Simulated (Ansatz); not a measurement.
## Cu: response to strain

Start from Cu in the fcc (Cu type) structure (space group Fm-3m, No. 225; a = 3.6299 Å; relaxed with 0.1 eV smearing).

Strains are applied to the cell and any free atomic positions relax.

The values are results of plane-wave PAW DFT at the PBE level (Ansatz, a quantum-chemistry and plane-wave program, 420 eV), no spin-orbit coupling, not measurements.

Notes on the quantities. energy relative to the base: free energy F.

| variant | pressure | energy relative to the base | shortest interatomic distance |
|---|---|---|---|
| base | 0.0 GPa | 0 meV/atom | 2.567 Å |
| isotropic strain −3.00 % | 16.2 GPa | +48 meV/atom | 2.490 Å |
| isotropic strain −2.50 % | 13.0 GPa | +33 meV/atom | 2.503 Å |
| isotropic strain −2.00 % | 9.9 GPa | +21 meV/atom | 2.515 Å |
| isotropic strain −0.50 % | 2.2 GPa | +1.2 meV/atom | 2.554 Å |
| isotropic strain +1.00 % | -3.9 GPa | +4.5 meV/atom | 2.592 Å |
| isotropic strain +1.50 % | -5.6 GPa | +10 meV/atom | 2.605 Å |
| isotropic strain +2.00 % | -7.2 GPa | +17 meV/atom | 2.618 Å |
| isotropic strain +2.50 % | -8.7 GPa | +27 meV/atom | 2.631 Å |
| isotropic strain +3.00 % | -10.0 GPa | +38 meV/atom | 2.644 Å |

Stability against distortions was not tested. All final runs are without spin polarisation.
